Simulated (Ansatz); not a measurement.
For LaAlHO₂ (model structure, started from the SrVO2H type, P4/mmm, No. 123, 5 atoms in the cell), PBEsol in Ansatz (PAW) gives:

* **equilibrium lattice constant a**: 3.777 Å
* **lattice parameter c**: 3.820 Å
* **bulk modulus**: 138 GPa

**Question.** What does r²SCAN (Ansatz, a first-principles code, PAW) give for the same quantities?

**Answer.** 
- lattice constant a: 3.777 Å (stays essentially unchanged)
- lattice parameter c: 3.887 Å (grows by 1.8 %)
- bulk modulus: 138 GPa (is nearly the same)

Changes are worked out from the printed values.

Unless a cell is named, each level is at its own relaxed cell (PBEsol 10.90, r²SCAN 11.09 Å³/atom).

Caveats: the bulk modulus is −V dP/dV from two relaxed cells at ±2 % in volume (PBEsol, r²SCAN). Ansatz's density-functional and Hartree–Fock values are scalar-relativistic unless marked +SOC, with PAW data made under PBE.

A model structure was made by putting elements into a prototype or built by hand; it is no filed structure, need not be a known phase, and can be a saddle point held by its symmetry.
